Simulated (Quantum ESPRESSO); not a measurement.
**Convergence study of the plane-wave cutoff for CdSe (R3m, 2 atoms in the cell)**

```
CELL_PARAMETERS angstrom
      2.14969    -1.24113     3.51043
      0.00000     2.48225     3.51043
     -2.14969    -1.24113     3.51043
ATOMIC_POSITIONS crystal
  Cd 0.00475 0.00475 0.00475
  Se 0.25000 0.25000 0.25000
```

Method: LDA (PZ), PSlibrary PAW (LDA) pseudopotentials (plane waves; Quantum ESPRESSO).

Base settings: ecutwfc = 45 Ry; ecutrho = 540 Ry; occupations = smearing; smearing = fd; degauss = 0.000734986 Ry; potentials = {Cd: Cd.pz-n-kjpaw_psl.1.0.0.UPF, Se: Se.pz-n-kjpaw_psl.1.0.0.UPF}; K_POINTS = automatic 3 3 3 0 0 0; conv_thr = 1e-11 Ry.

Moved along: ecutrho.

The second cell is the first with its lattice scaled by 0.98.

The mesh stays at the base's, so the ladder's end is converged at best in this setting alone.

Only quantities that move along the ladder and can be compared are tabulated; the gap is left out on so coarse a mesh.

The count of work is k-points × plane waves × bands × iterations; it is no time. Core times come from one kind of shared machine, to one figure; runs under 30 s give none.

The starting cell has typed, rounded lattice constants, without a prior relaxation at this level. Its lattice was rescaled by up to half a per cent. One atom was moved a little off its site on purpose.

| ecutwfc | free energy less the last step's (meV/atom) | energy of the compressed cell less the first (meV/atom) | pressure (GPa) | largest difference of a force vector from the last step's (eV/Å) | count of work / last | core time / last (rough) |
|---|---|---|---|---|---|---|
| 15.5 Ry | 64214.41 | 346.29 | -1112.59 | 0.092 | 0.062 | – |
| 18 Ry | 27284.91 | 1365.61 | -648.31 | 0.014 | 0.062 | – |
| 20 Ry | 13974.01 | 913.05 | -384.94 | 0.005 | 0.074 | – |
| 22 Ry | 6568.08 | -2.37 | -208.05 | 0.023 | 0.079 | – |
| 25 Ry | 2134.15 | 101.06 | -81.70 | 0.016 | 0.087 | – |
| 27 Ry | 922.18 | -26.55 | -40.48 | 0.006 | 0.12 | – |
| 31 Ry | 166.06 | 20.53 | -8.64 | 0.002 | 0.16 | – |
| 36 Ry | 54.40 | 10.51 | -1.02 | 0.001 | 0.18 | – |
| 40 Ry | 52.04 | 10.45 | -0.92 | 0.001 | 0.23 | 0.4 |
| 45 Ry | 38.68 | 9.44 | -1.42 | 0.000 | 0.25 | – |
| 50 Ry | 18.92 | 10.66 | -1.35 | 0.000 | 0.29 | 0.4 |
| 54 Ry | 9.42 | 10.46 | -1.08 | 0.000 | 0.39 | 0.6 |
| 61 Ry | 4.90 | 10.30 | -0.78 | 0.000 | 0.39 | 0.4 |
| 68 Ry | 4.54 | 10.29 | -0.79 | 0.000 | 0.47 | 0.7 |
| 79 Ry | 1.89 | 10.31 | -0.83 | 0.000 | 0.68 | 0.5 |
| 90 Ry | 0.30 | 10.33 | -0.77 | 0.000 | 0.71 | 1.0 |
| 108 Ry | 0.00 | 10.30 | -0.77 | 0.000 | 1.0 | 1 |

Coarsest ecutwfc that holds the free energy within 1 meV/atom of the last step, with all finer ones: 90 Ry; the step before is off by 1.9 meV/atom.

Coarsest ecutwfc that holds the forces within 0.01 eV/Å of the last step, with all finer ones: 27 Ry, at 0.12 of the last step's count of work; the step before is off by 0.016 eV/Å.

Coarsest ecutwfc that holds the pressure within 0.2 GPa of the last step, with all finer ones: 61 Ry, at 0.39 of the last step's count of work and about 0.4 of the last step's time; the step before is off by 0.30 GPa.

The energy difference between the two cells stays within 1 meV/atom of the last step's from 36 Ry on, the total only from 90 Ry on: much of the error is common to both cells and cancels.

Two neighbours can agree and both be off: 61 Ry and 68 Ry differ by 0.36 meV/atom in the free energy, yet lie about 4.5 meV/atom from the last step.

At the lowest cutoff the pressure lies 1110 GPa under the last step's, the usual sign of Pulay stress in an incomplete plane-wave basis.
